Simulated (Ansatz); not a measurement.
Take Ta in the bcc (W type) structure (space group Im-3m, No. 229; relaxed with 0.1 eV smearing) as the base.

```
CELL_PARAMETERS angstrom
     -1.65317     1.65317     1.65317
      1.65317    -1.65317     1.65317
      1.65317     1.65317    -1.65317
ATOMIC_POSITIONS crystal
  Ta 0.00000 0.00000 0.00000
```

Cartesian axes are those of the cell as printed.

Calculations: r2SCAN (Ansatz, an electronic-structure program, PAW, without spin-orbit coupling), earlier PAW set.

It is then changed as follows: the cell is compressed by 1.32 % along x with no lateral relaxation; the atoms relax in the strained cell.

Q: What happens to the energy relative to the base?

A: The energy goes up by 2.8 meV/atom.

Q: What does the calculation give for the stress after the change?

A: The stress (xx, yy, zz, yz, xz, xy; compression positive) amounts to (3.7, 2.3, 2.3, 0.0, 0.0, 0.0) GPa.

No phonon test of stability was made. All final runs are without spin polarisation.
